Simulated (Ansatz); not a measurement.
# Energy of zinc-blende CaO (model structure) less that of rock-salt CaO, by level of theory

No measured value is used here.

Problem. Put these levels in order of the energy of zinc-blende CaO (model structure) less that of rock-salt CaO that they give for CaO, smallest first: PBE-D4 (Ansatz, a quantum-chemistry and plane-wave program), rVV10 (Ansatz), r²SCAN (Ansatz).

Solution. PBE-D4 (212 meV/atom), rVV10 (233 meV/atom), r²SCAN (249 meV/atom)

Each level is taken at its own relaxed cell. Ansatz's density-functional and Hartree–Fock values are scalar-relativistic unless marked +SOC, with PAW data made under PBE.

A model structure was made by putting elements into a prototype or built by hand; it is no filed structure, need not be a known phase, and can be a saddle point held by its symmetry.
